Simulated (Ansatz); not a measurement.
Fluorite HfO₂ (high-temperature phase) was calculated with r²SCAN in Ansatz (PAW).

Run with plane-wave cutoff 600 eV, 8×8×8 k mesh, finite displacements, scalar-relativistic PAW data made under PBE.

Computed at the level's own relaxed cell.

Harmonic phonon frequencies (cm⁻¹; i marks an imaginary mode; at Γ without the LO shift):

```csv
q point,frequencies
Γ,0 0 0 238 238 238 593 593 593
X,230i 100 100 260 303 303 576 576 709
L,90 90 195 411 411 515 524 524 602
```

Imaginary modes appear, so the structure is dynamically unstable at this level.

Note: symmetry holds this phase in the static calculation, where it need not be a minimum; the run finds an imaginary mode (230i cm⁻¹), so the cell is a saddle point at this level.

Ansatz is an electronic-structure program.
